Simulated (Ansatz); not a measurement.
## InP: strain along the normal

InP (zinc blende, F-43m, 25.763 Å³/atom at rest) under an equal strain ε in the (001) plane with the normal axis free, as in a coherent film. r2SCAN in Ansatz, a plane-wave DFT program (PAW, default set), 500 eV, 10×10×10 Γ-centred mesh, Fermi-Dirac smearing 0.05 eV; ions are relaxed within the symmetry of each cell.

Here s stands for strain and y for normal strain.

```csv
strain (%),normal strain (%)
-1.50,1.62
-1.00,1.08
-0.50,0.54
0.00,0.00
0.50,-0.55
1.00,-1.10
1.50,-1.66
3.00,?
```

Question: Fit y against s with a straight line, and predict the withheld value at s = 3.00.

Answer: Means: s 0, y -0.010. About the means, the sum of products is -7.6450 and the sum of squares of s is 7.0000; the slope is their ratio. Least squares gives y = -0.010 - 1.0921·s. Residuals (row less fit): -0.008, -0.002, 0.004, 0.010, 0.006, 0.002, -0.012; standard error 0.009 (degrees of freedom: 5). The slope, -1.09 ± 0.00, is the elastic response of the normal axis, −2C12/C11 for this plane. At the withheld row, y = -0.010 - 1.0921 × 3.0 = -3.286%. The calculation gives -3.36%, 0.074% below the prediction (1.5 % of the range of y in the table). The row lies outside the fitted rows, so this is an extrapolation. From the scatter of the fitted rows alone, a prediction at this place has a standard error of 0.013%, so the miss is 5.7 times that.

One order more, fitted to all 13 runs of the series, follows each within 0.01, so the miss is the next term of a smooth law. Rows are the converged runs of the series near zero and its far end; series whose fitted rows scatter by over a few per cent of the range, as at a crossing or softening among them, aren't shown in this form. Most that stay on the fit to the last digits aren't either.
